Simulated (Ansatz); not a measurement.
Abridged Ansatz (a program for electronic structure) output:

```
Pseudopotential: Lu, paw, valence charge 25
Crystal: 1 atoms, lattice volume = 27.159 Å³
Basis set: ecut = 420 eV, 531 PW (Γ), exchange–correlation on 48×48×48 points (8 copies of the dense FFT grid, shifted against one another)
Bands: 17, of which v1, the nominal top of the filled ones, is band 13 counted from 1 (12 counted from 0)
Symmetry: 48 space group operations
k-points: 165 of 4913
Functional: x = pbesol(κ = 0.804, μ = 0.12345679012345678), c = pbesol(β = 0.046)
SCF iter   1: F=—  HF=-14612.108230 eV  |F-HF|=—  |Δ(HF+E_count)|=         —  Δρ=1.65e-2  dr2=1.04e-1  ethr=3.10e-3  ⟨swp⟩=5.3  Hψ=15847  notcnv=0
SCF iter   2: F=—  HF=-14612.080780 eV  |F-HF|=—  |Δ(HF+E_count)|=   2.75e-2  Δρ=9.86e-3  dr2=3.81e-2  ethr=4.17e-4  ⟨swp⟩=3.0  Hψ=7524  notcnv=0  defer=11
SCF 1 converged in 10 iterations: F = -14612.072331 eV  dr2 = 3.22e-11
SCF converged after 10 iterations
Free energy (F): -14612.072331 eV
Internal energy: -14612.060974 eV  (E = F + TS)
E sigma→0 (E₀):  -14612.066653 eV
Entropy (-TS):   -0.011358 eV (-11.358 meV/atom)
Fermi energy:    14.719392 eV
--- Forces (eV/Å), atoms counted from 1 ---
  atom   1  Lu    -0.00000000     0.00000000    -0.00000000
--- Stress (GPa, compression-positive) ---
       -0.000340      -0.000000      -0.000000
       -0.000000      -0.000340      -0.000000
        0.000000      -0.000000      -0.000340
  P = ⅓ Tr σ = -0.0003 GPa (-0.003 kbar)
```

Problem. What was computed, and what are the main results?

Solution. Lu, 1 atom in the cell, with PBEsol, PAW, 420 eV (Ansatz; no SOC), earlier PAW set. The last SCF converged to F = -14612.072331 eV, or -14612.0723 eV per atom, at a pressure of 0.00 GPa. The total energy compares only with runs of the same code, potentials and settings.

No phonon test of stability was made. The final runs are not spin-polarised. The cell was made from Al by this change: Al → Lu; the result is a hypothetical phase, not in the database extracts checked.
